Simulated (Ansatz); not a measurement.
A constructed model of the (111) surface of fcc Cu, a pseudomorphic layer of Zn in the host's stacking (bottom of the slab: a bare face, its two planes held)

These are PBE (plane waves to 420 eV, PAW; Ansatz, an electronic-structure program) values and carry that method's errors.

Slab: 7 atoms, 12.7 Å thick at the start with caps and adatoms (thin: gaps and levels are the slab's own); k 17x17x1, smearing 0.1 eV, dipole-corrected; 2 atoms held, the rest relaxed; start symmetry kept, larger cells not searched; no spin, no spin-orbit, no U. In PBE it is, or lies within 0.01 eV a 1x1 cell of, the lowest of the 2 structures of its composition computed so far; subsurface sites and larger cells were not tried.

The work function of the top face comes out as 4.42 eV and the energy released by relaxation is 0.006 eV. The cost comes out as around 90 core-seconds (rough).
